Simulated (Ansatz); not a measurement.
Be2Si, pressure series

Base system: Be2Si (space group Fm-3m, No. 225; a model cell, its experimental status unchecked).

```xyz
3
Lattice="0.0000 2.6419 2.6419 2.6419 0.0000 2.6419 2.6419 2.6419 0.0000" Properties=species:S:1:pos:R:3 pbc="T T T"
Si     0.0000     0.0000     0.0000
Be     1.3209     1.3209     1.3209
Be     3.9628     3.9628     3.9628
```

Cell and atoms are relaxed at each pressure.

Calculations: Ansatz (a program for electronic structure) PBE, without spin-orbit coupling.

```
pressure (GPa)  volume per atom (Å³/atom)
--------------  -------------------------
-2                                 12.553
-1                                 12.419
0                                  12.293
1.8                                12.077
4.2                                     ?
9                                  11.359
18                                 10.668
30                                  9.964
45                                  9.294
```

Fit the third-order Birch–Murnaghan form P(V) = (3B₀/2)[(V₀/V)^(7/3) − (V₀/V)^(5/3)]·[1 + (3/4)(B₀′ − 4)((V₀/V)^(2/3) − 1)] (squares taken in P) to the rows shown and predict the withheld row.

Least squares on the printed values gives V₀ = 12.293 Å³/atom, B₀ = 99.1 GPa, B₀′ = 3.5; this predicts 11.816 Å³/atom, and the run gives 11.815 Å³/atom, in agreement.

Load acts through the strain it causes; cell and atoms are relaxed under it. No phonon test of stability was made. No other phases were tried under pressure. All final runs are without spin polarisation.
